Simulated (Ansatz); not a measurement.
# KTaO3 in the cubic perovskite structure (space group Pm-3m, No. 221)

Space group Pm-3m (No. 221); a = 3.9901 Å, b = 3.9901 Å, c = 3.9901 Å, α = 90.00°, β = 90.00°, γ = 90.00°

```tsv
atom	site	symmetry	x	y	z
K	1a	m-3m	0.0000	0.0000	0.0000
Ta	1b	m-3m	0.5000	0.5000	0.5000
O	3c	4/mm.m	0.0000	0.5000	0.5000
```

Method: Kohn–Sham DFT with the r2SCAN functional, run in Ansatz (a first-principles code) with PAW and 500 eV plane waves, no spin-orbit coupling. k-mesh 8×8×8 (Γ-centred); smearing 0.05 eV (Fermi–Dirac).

| Property | Value |
|---|---|
| Volume per atom | 12.71 Å³ |
| Density | 7.01 g/cm³ |
| Band gap | 2.63 eV, indirect, R → Γ |
| Lowest conduction-band minima above the VBM | Γ 2.63 eV |
| Total energy | -2639.877 eV/atom (σ→0; compares only within this code and set-up) |

With Ta present, leaving out spin-orbit coupling can change the band edges. No phonon test of stability was made.
